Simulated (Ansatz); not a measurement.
# SnSe2: energy against strain

SnSe2 (1T layered, P-3m1, 23.863 Å³/atom and stress up to 0.01 GPa in the relaxed cell, c along z) under an equal strain ε in the (0001) plane with the normal axis free, as in a coherent film. PBEsol-D3(BJ) in Ansatz, a plane-wave DFT program (PAW, default set), 420 eV, 10×10×6 Γ-centred mesh, Fermi-Dirac smearing 0.05 eV; ions are relaxed, or left where forces stay under 0.02 eV/Å, within the symmetry of each cell. Against the start cell, which lies near the measured one, the relaxed cell differs by -7.3 % in volume and -6.5 % in c; the values below rest on it.

Here s stands for strain and y for E less E0.

| strain (%) | E less E0 (meV/atom) |
|---|---|
| -3.00 | ? |
| -1.50 | 3.71 |
| -1.00 | 1.57 |
| -0.50 | 0.36 |
| 0.00 | 0.00 |
| 0.50 | 0.43 |
| 1.00 | 1.59 |
| 1.50 | 3.44 |

**Question.** Using a parabola, estimate the missing y at s = -3.00 from the other rows, showing the fit.

**Answer.** Least squares gives y = -0.004 - 0.0500·s + 1.5895·s². Residuals (row less fit): 0.063, -0.065, -0.058, 0.004, 0.062, 0.055, -0.057; standard error 0.074 (degrees of freedom: 4). The quadratic coefficient over the volume, 1.5895 meV × 10⁴ × 0.1602 / 23.863 Å³, is the biaxial elastic modulus of this plane = 107 ± 2 GPa (± standard error of the fit, which holds the terms cut off). At the withheld row, y = -0.004 - 0.0500 × (-3.0) + 1.5895 × (-3.0)² = 14.451 meV/atom. The calculation gives 16.36 meV/atom, 1.909 meV/atom above the prediction (11.7 % of the range of y in the table). The row lies outside the fitted rows, so this is an extrapolation. From the scatter of the fitted rows alone, a prediction at this place has a standard error of 0.282 meV/atom, so the miss is 6.8 times that.

A polynomial of degree 3 through the 12 other runs of the series gives 16.45 there, so most of the miss is curvature that the fit leaves out. This level leaves no gap over 0.05 eV at strain 0.00, 0.50, 1.00, 1.50 %. Rows are the converged runs of the series near zero and its far end; series whose fitted rows scatter by over a few per cent of the range, as at a crossing or softening among them, aren't shown in this form, nor equations of state whose B0' disagrees with the runs' pressures. Most that stay on the fit to the last digits aren't either.
